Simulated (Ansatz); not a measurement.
Consider AlAs in the zinc blende structure (space group F-43m, No. 216; a = 5.674 Å).

Calculations: Kohn–Sham DFT with the PBEsol functional, run in Ansatz (a program for electronic structure) with PAW and 420 eV plane waves, without spin-orbit coupling, earlier PAW set.

Base values:

```
Property                       Result
---------  --------------------------
Hole mass  0.11, 0.48, 0.48 mₑ (at Γ)
Pressure                     0.01 GPa
```

Perturbation: the cell is scaled by 0.9821 in all directions; the atoms relax in the strained cell.

**Question.** Predict the new mean gap deformation potential ΔEg/Δln V, hole mass and pressure.

**Answer.** The mean gap deformation potential ΔEg/Δln V amounts to +1.8 eV; the hole mass (degenerate bands, along [100]) becomes 0.13, 0.46, 0.46 mₑ (at Γ) (base: 0.11, 0.48, 0.48 mₑ (at Γ)); the pressure increases by 4.39 GPa to 4.40 GPa.

Effective masses come from finite differences of ±0.01 Å⁻¹. No phonon test of stability was made.
